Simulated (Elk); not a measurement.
Elk run on Pt (Fm-3m, 1 atom in the cell): self-consistent single point.

Level of theory: PBEsol, all-electron FP-LAPW, Elk's shipped species files, LAPW+lo basis in Elk.

```xyz
1
Lattice="0.0000 1.9541 1.9541 1.9541 0.0000 1.9541 1.9541 1.9541 0.0000" Properties=species:S:1:pos:R:3 pbc="T T T"
Pt     0.0000     0.0000     0.0000
```

Reference input (self-consistent single point, DFT, PBEsol, all-electron FP-LAPW, Elk's shipped species files, LAPW+lo basis): xctype = 22; rgkmax = 8; stype = 3; swidth = 0.00367493 Ha; ngridk = 8 8 8; gmaxvr = 14 1/bohr; nxoapwlo = 1; rmtscf = 0.88. This run's input differs from it in these lines:

```diff
@@ -22,3 +22,3 @@
 swidth
-  0.00367493
+  0.000734986
 
@@ -39,3 +39,3 @@
 ngridk
-  8 8 8
+  7 7 7
```

Output, abridged:

```
│ Self-consistent loop started │
│ Loop number : 1 │
 total energy                :     -18439.2904914
│ Loop number : 2 │
 total energy                :     -18439.6406326
RMS change in Kohn-Sham potential (target) :   0.2156444426     (  0.1000000000E-05)
Absolute change in total energy (target)   :   0.3501412377     (  0.1000000000E-03)
│ Loop number : 3 │
 total energy                :     -18440.5134522
RMS change in Kohn-Sham potential (target) :   0.1953950790     (  0.1000000000E-05)
Absolute change in total energy (target)   :   0.9603549246     (  0.1000000000E-03)
│ Loop number : 4 │
   [... lines left out ...]
Absolute change in total energy (target)   :   0.5731634592E-03 (  0.1000000000E-03)
│ Loop number : 14 │
 total energy                :     -18441.6263805
RMS change in Kohn-Sham potential (target) :   0.6879800365E-06 (  0.1000000000E-05)
Absolute change in total energy (target)   :   0.1697449225E-03 (  0.1000000000E-03)
│ Loop number : 15 │
 total energy                :     -18441.6263989
RMS change in Kohn-Sham potential (target) :   0.1042083960E-06 (  0.1000000000E-05)
Absolute change in total energy (target)   :   0.6088487135E-04 (  0.1000000000E-03)
Convergence targets achieved

│ Loop number : 16 │

Energies :
 Fermi                       :     0.473622951908
 total energy                :     -18441.6264032

Density of states at Fermi energy :    126.3627538
 (states/Hartree/unit cell)

Estimated indirect band gap :   0.3342677368E-02
 from k-point      7 to k-point     12
Estimated direct band gap   :   0.7660136973E-02
 at k-point     15

Charges :
 core                        :    48.00000000
 valence                     :    30.00000000
 interstitial                :    1.585048404
 muffin-tins (core leakage)
  species :    1 (Pt)
   atom    1                 :    76.41495160     (  0.9073623354E-03)
 total in muffin-tins        :    76.41495160
 total calculated charge     :    77.99480588
 total charge                :    78.00000000
 error                       :   0.5194118091E-02

│ Self-consistent loop stopped │
```

The run converged in 16 iterations. The count includes the last loop, which Elk runs after its targets are met. Against the reference run the free energy rises by 67.5 meV/atom.

The starting cell has typed, rounded lattice constants, without a prior relaxation at this level. Its lattice was rescaled by up to half a per cent. Spin-orbit coupling is off. Spin polarisation is off. Values depend on the basis (sphere radii, cutoffs, local orbitals), which need not be converged. The log's line on a gap gives a spacing of levels on this mesh, which the program prints for metals too.
